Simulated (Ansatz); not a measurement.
Base system: CoSi$_{2}$ (space group Fm-3m, No. 225; not spin-polarised; relaxed with 0.1 eV smearing).

```cif
data_CoSi2
_chemical_formula_sum 'Co1 Si2'
_space_group_name_H-M_alt 'P 1'
_space_group_IT_number 1
_cell_length_a 3.75862
_cell_length_b 3.75862
_cell_length_c 3.75862
_cell_angle_alpha 60.000
_cell_angle_beta 60.000
_cell_angle_gamma 60.000
loop_
_space_group_symop_operation_xyz
  'x, y, z'
loop_
_atom_site_label
_atom_site_type_symbol
_atom_site_fract_x
_atom_site_fract_y
_atom_site_fract_z
_atom_site_occupancy
Co1 Co 0.00000 0.00000 0.00000 1
Si1 Si 0.25000 0.25000 0.25000 1
Si2 Si 0.75000 0.75000 0.75000 1
```

Computed with DFT with r2SCAN, PAW potentials and a 500 eV plane-wave cutoff in Ansatz (a program for electronic structure), no SOC.

For the base:

```
Property    Value
--------  -------
Pressure  0.0 GPa
```

One thing is altered: an isotropic linear strain of +2.27 %; the atoms relax in the strained cell.

Q: Estimate the effect on the energy relative to the base and pressure.

A: The energy goes up by 33 meV/atom; the pressure goes from zero to -11.3 GPa.

Stability against distortions was not tested. Starting moments died away, wholly or in part, for the base; another magnetic solution may exist. The final runs are not spin-polarised. An odd electron count without spin: CoSi2.
